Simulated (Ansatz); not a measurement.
A. zinc blende ZnS
B. zinc blende GaAs
C. AlP (zinc blende, F-43m)
D. zinc blende SiC

Question: Rank these crystals by direction-averaged lattice thermal conductivity at 300 K, highest first (the linearised phonon Boltzmann equation (three-phonon plus isotope scattering), PBEsol density-functional theory in Ansatz (plane waves, PAW)).

Answer: D (430 W/(m K)), C (84 W/(m K)), A (54 W/(m K)), B (41 W/(m K))

 Spin-orbit coupling is not included.

The result is for a perfect infinite crystal and omits four-phonon processes.

Ansatz is a first-principles code.
